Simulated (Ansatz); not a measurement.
**KFe2As2 (space group I4/mmm, No. 139; ferromagnetic; a cell from a computed database, its experimental status unchecked)**

```
CELL_PARAMETERS angstrom
     -1.84094     1.84094     6.93152
      1.84094    -1.84094     6.93152
      1.84094     1.84094    -6.93152
ATOMIC_POSITIONS crystal
  K  0.00000 0.00000 0.00000
  Fe 0.75000 0.25000 0.50000
  Fe 0.25000 0.75000 0.50000
  As 0.64982 0.64982 0.00000
  As 0.35018 0.35018 0.00000
```

Computed with PBEsol (Ansatz, a quantum-chemistry and plane-wave program, PAW, spin-orbit coupling left out). Γ-centred 16×16×16 mesh, Fermi–Dirac width 0.05 eV.

```json
{
 "volume_per_atom": "18.79 Å³",
 "density": "5.31 g/cm³",
 "band_gap": "zero",
 "magnetic_state": "ferromagnetic",
 "total_energy": "-4008.266 eV/atom (σ→0; compares only within this code and set-up)"
}
```

Other magnetic orders, which the real material may have, were not ruled out. Stability against distortions was not tested.
